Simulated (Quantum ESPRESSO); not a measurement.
Pressure against volume in hcp Ru (space group 194) (Quantum ESPRESSO, LDA)

```xyz
2
Lattice="2.6046 0.0000 0.0000 -1.3023 2.2556 0.0000 0.0000 0.0000 4.1135" Properties=species:S:1:pos:R:3 pbc="T T T"
Ru     1.3023     0.7519     3.0852
Ru     0.0000     1.5038     1.0284
```

Method of the run: LDA (PZ), GBRV 1.5 ultrasoft (LDA) pseudopotentials (plane waves; Quantum ESPRESSO). Settings: ecutwfc = 52 Ry; ecutrho = 416 Ry; occupations = smearing; smearing = fermi-dirac; degauss = 0.0036749 Ry; potentials = {Ru: ru_lda_v1.2.uspp.F.UPF}; K_POINTS = automatic 25 25 14 0 0 0; conv_thr = 1e-10 Ry; mixing_beta = 0.7. The cell above is the first row's. The rows scale it uniformly. In all rows fractional positions and the k mesh are held.

```csv
V (Å^3/atom),P (GPa)
12.084,?
12.346,24.45
12.609,14.81
12.872,6.22
13.134,-1.43
13.397,-8.24
13.660,-14.31
13.922,-19.70
14.185,-24.49
```

**Question.** Using a cubic, estimate the missing P at V = 12.084 from the other rows, showing the fit.

**Answer.** With u = V - 13.3, the rows have u = -0.9540, -0.6910, -0.4280, -0.1660, 0.0970, 0.3600, 0.6220, 0.8850. Least squares gives P = -5.826 - 25.5349·u + 5.7274·u² - 0.8045·u³. Residuals (row less fit): 0.005, -0.009, 0.005, -0.004, 0.010, 0.004, -0.014, 0.006; standard error 0.011 (degrees of freedom: 4). The fitted pressure is zero at V0 = 13.08, where dP/dV = -28.14, so B0 = -V0·dP/dV = 368 GPa. At the withheld row, u = -1.2160, so P = -5.826 - 25.5349 × (-1.2160) + 5.7274 × (-1.2160)² - 0.8045 × (-1.2160)³ = 35.140 GPa. The calculation gives 35.26 GPa, 0.120 GPa above the prediction (0.2 % of the range of P in the table). The row lies outside the fitted rows, so this is an extrapolation. From the scatter of the fitted rows alone, a prediction at this place has a standard error of 0.029 GPa, so the miss is 4.2 times that.

Carrying the step between the two nearest rows on in a straight line would have given 34.05, off by 1.21; series whose last step already gives the withheld value aren't shown. The scan was laid around a cell of about the measured size, scaled by a guess for this functional; axis ratios and inner coordinates come from that cell. The runs keep the symmetry of the cell, so they don't test it for distortions. Spin polarisation is off. The shape of the cell and the inner coordinates aren't relaxed, so V0 and B0 belong to this uniform scaling; a relaxed crystal lies no higher in energy and is usually softer. Cutoffs and mesh are single choices, not tested for convergence of this quantity. Series with a scatter that would blur these digits, or in which a gap closes, are not shown.

Terms beyond the fitted order, or numerical noise in single rows, can give a miss of this size; the table doesn't tell which.
